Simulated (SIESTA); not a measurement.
Input and output of a self-consistent single point for La₃BeInS₇ (P6_3, 24 atoms in the cell) (SIESTA).

Level of theory: GGA PBEsol, numerical atomic orbitals DZP, PseudoDojo PBEsol standard norm-conserving potentials (rewritten from UPF to PSML) (SIESTA).

```
La3BeInS7
1.0
   10.13053     0.00000     0.00000
   -5.06527     8.77330     0.00000
    0.00000     0.00000     6.08414
La Be In S
6 2 2 14
Direct
  0.13650   0.39337   0.24887
  0.74313   0.13650   0.74887
  0.60663   0.74313   0.24887
  0.86350   0.60663   0.74887
  0.25687   0.86350   0.24887
  0.39337   0.25687   0.74887
  0.33333   0.66667   0.66135
  0.66667   0.33333   0.16135
  0.00000   0.00000   0.01481
  0.00000   0.00000   0.51481
  0.08163   0.23820   0.77013
  0.84343   0.08163   0.27013
  0.76180   0.84343   0.77013
  0.91837   0.76180   0.27013
  0.15657   0.91837   0.77013
  0.23820   0.15657   0.27013
  0.40520   0.52005   0.52957
  0.88515   0.40520   0.02957
  0.47995   0.88515   0.52957
  0.59480   0.47995   0.02957
  0.11485   0.59480   0.52957
  0.52005   0.11485   0.02957
  0.33333   0.66667   0.01010
  0.66667   0.33333   0.51010
```

Reference input (self-consistent single point, DFT, GGA PBEsol, numerical atomic orbitals DZP, PseudoDojo PBEsol standard norm-conserving potentials (rewritten from UPF to PSML)): XC.functional = GGA; XC.authors = PBEsol; potentials = PseudoDojo PBEsol standard; PAO.BasisSize = DZP; PAO.EnergyShift = 0.01 Ry; MeshCutoff = 400 Ry; kgrid.MonkhorstPack = 4 4 5; OccupationFunction = MP; OccupationMPOrder = 0; ElectronicTemperature = 0.01 eV; PAO.Polarization.NonPerturbative = true; MaxSCFIterations = 150. This run's input differs from it in these lines:

```diff
@@ -65,3 +65,6 @@
 SCF.Mixer.History            6
-SCF.DM.Tolerance             1.0E-04
+SCF.DM.Converge              false
+SCF.H.Converge               false
+SCF.FreeE.Converge           true
+SCF.FreeE.Tolerance          1.0E-01 eV
 Diag.ParallelOverK           true
```

Output (repeated stretches shortened):

```
        iscf     Eharris(eV)        E_KS(eV)     FreeEng(eV)     dDmax    Ef(eV) dHmax(eV)
   scf:    1   -14265.654904   -14303.584122   -14303.584122  1.583020 -4.551443 14.272260
   scf:    2   -14318.429379   -14311.604933   -14311.604933  0.080165 -4.234825 10.138722
   scf:    3   -14320.908598   -14318.099667   -14318.099667  0.129177 -5.362706  2.660994
   scf:    4   -14319.014067   -14318.678777   -14318.678777  0.042679 -5.054667  1.534803
   scf:    5   -14318.761759   -14318.762708   -14318.762708  0.020775 -4.949362  0.393615
SCF Convergence by FreeE criterion
|FreeE_i-FreeE_(i-1)| (eV) <     0.10000000
max |DM_out - DM_in|         :     0.0207753888
max |H_out - H_in|      (eV) :     0.3936149135
SCF cycle converged after 5 iterations

Using DM_out to compute the final energy and forces

siesta: E_KS(eV) =           -14318.7627

siesta: E_KS - E_eggbox =    -14318.7627

siesta: Atomic forces (eV/Ang):
     1    0.205956   -0.477744   -0.171437
     2    0.516737   -0.060532   -0.171420
     3    0.310779    0.417172   -0.171444
   [... 21 lines left out ...]
   Tot   -0.000000    0.000000   -0.014932
   Max    0.516737
   Res    0.224630    sqrt( Sum f_i^2 / 3N )
   Max    0.516737    constrained

Stress tensor Voigt[x,y,z,yz,xz,xy] (kbar):      -10.51      -10.46       -7.83        0.00        0.00        0.11
(Free)E + p*V (eV/cell)   -14315.5225
   [... lines left out ...]
siesta: FreeEng =    -14318.762708
siesta: Cell volume =        540.747027 Ang**3
siesta:           9.60054051         14.16907253  kBar
   [... lines left out ...]
    13    -0.232036    6.232036  S
    14    -0.232035    6.232035  S
    15    -0.232031    6.232031  S
    16    -0.232036    6.232036  S
    17    -0.283142    6.283142  S
    18    -0.283128    6.283128  S
    19    -0.283121    6.283121  S
    20    -0.283142    6.283142  S
    21    -0.283127    6.283127  S
    22    -0.283121    6.283121  S
    23    -0.267989    6.267989  S
    24    -0.267989    6.267989  S
 Total    -0.000000
```

The run converged in 5 iterations. Against the reference run the free energy rises by 2.7 meV/atom, the pressure hardly changes (0.95 to 0.96 GPa), the largest force goes from 0.505 to 0.548 eV/Å and the gap on the mesh goes from 1.538 to 1.562 eV.

The starting cell comes from a database of computed structures (which also holds hypothetical and non-ambient phases and stackings), without a prior relaxation at this level. Its lattice was rescaled by a random factor within 2.5 % of one. Values carry the incompleteness of an atom-centred basis.

Cost on one core of a shared machine: roughly 3 min.
